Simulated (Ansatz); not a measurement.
Functionals compared on the (211) surface of fcc Ir in its 1x1 cell, outermost plane spacing 0.79 Å in the ideal cut, in Ansatz (plane waves, PAW). The structure was relaxed with PBE; the other rows are single points on it, each with its references at the same level. Cutoff 420 eV (500 eV for r2SCAN).

Set-up: 14 atoms, 10.3 Å thick at the start (thin: gaps and levels are the slab's own); mesh 14x6x1; 0.1 eV smearing; dipole correction on; all atoms relaxed; held to the start's symmetry, so lower structures may exist; no spin, no spin-orbit, no U. These notes are the PBE run's.

| functional | surface energy (J/m²) | work function of the top face (eV) | rough cost of the single point |
|---|---|---|---|
| PBE | 2.74 | 5.27 | – |
| LDA | 3.37 | 5.62 | around 2.7 core-minutes (rough) |
| PBEsol | 3.20 | 5.39 | about 2.7 core-minutes (a rough figure) |
| RPBE | 2.49 | 5.11 | about 2.9 core-minutes (a rough figure) |
| r2SCAN | (withheld) | (withheld) | roughly 5 core-minutes |

Q: Complete the blanks.

A: 
- r2SCAN, surface energy (J/m²): 3.01
- r2SCAN, work function of the top face (eV): 5.30

Ansatz is a program for electronic structure.
